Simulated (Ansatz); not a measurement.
```yaml
crystal:
  lattice:
    - [0.00000, 2.17843, 2.22200]
    - [2.17843, 0.00000, 2.22200]
    - [2.17843, 2.17843, 0.00000]
  atoms:
    - { symbol: Si, position: [0.00000, 0.00000, 0.00000] }
    - { symbol: C, position: [0.25000, 0.25000, 0.25000] }
```

No spin polarisation.

Method: PBEsol in Ansatz (plane waves to 420 eV, PAW, no SOC). k-mesh 13×13×13 (Γ-centred); smearing 0.05 eV (Fermi–Dirac).

What is the computed valence-band top at Γ (three highest levels, from the VBM)?

0.00, 0.00, -0.14 eV.

What stress (xx, yy, zz, yz, xz, xy; compression positive) does the calculation give?

(-2.53, -2.53, -7.72, 0.00, 0.00, 0.00) GPa.

Estimate the electron mass.

0.68 mₑ along k, 0.23 mₑ across (at X).

The levels and masses belong to the bands next to the band gap. The cells carry an imposed strain or load. Effective masses come from finite differences of ±0.01 Å⁻¹. Along k means along the line from Γ to the band edge. Stability against distortions was not tested. The cell was made from SiC in the zinc blende structure (space group F-43m, No. 216) by this change: uniaxial strain ε_zz = +2.00 %.

Ansatz is a program for electronic structure.
